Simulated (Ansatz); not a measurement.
Bond-angle distributions (per cent of the angles at each element, bins of 10°) of a relaxed model of amorphous Zn12Sb12Te36 at 6.17 g/cm³. Calculation: PBE-D3(BJ), scalar-relativistic without spin-orbit coupling, PAW (Ansatz default set, large-core Te) (plane waves to 420 eV; Ansatz, a program for electronic structure).

It comes from a melt-quench run on a machine-learned potential (CHGNet), relaxed afterwards by DFT. The hot cell started wider than the set density and was brought back towards it in steps. It is the lowest in DFT energy of 3 quenches. It is a model cell: composition and starting density were chosen by hand, and all elements were melted together. The geometry includes D3(BJ) dispersion. Its density started from a set value of 6.05 and ended at 6.17 g/cm³. The quench (nominally 99 K/ps over its main leg) was far faster than any real one, so the model tends to hold more defects than a real film. One small periodic cell is one sample of the glass; other quenches scatter about these values. Volume and shape were free in the relaxation. On a 2×2×2 Γ-centred mesh force components of up to 0.17 eV/Å stay, since the relaxation ran on one k-point at (1/4, 1/4, 1/4).

Bonds are counted up to Zn-Zn 2.93 Å, Zn-Sb 3.13 Å, Zn-Te 3.08 Å, Sb-Sb 3.34 Å, Sb-Te 3.42 Å, Te-Te 3.31 Å.

```
angle (°)  at Zn  at Sb  at Te
---------  -----  -----  -----
50-60          0      0      0
60-70          0      1      1
70-80          0     14      8
80-90          7     24     25
90-100        15     24     21
100-110       29     14     17
110-120       35      4      8
120-130        7      1      8
130-140        4      1      2
140-150        3      1      5
150-160        0      5      3
160-170        0      8      2
170-180        0      4      1
```

They go with these counts of neighbours within the cut-offs, cation contacts included: Zn mean 4.0, most often 4; Sb mean 4.6, most often 5; Te mean 3.3, most often 3.
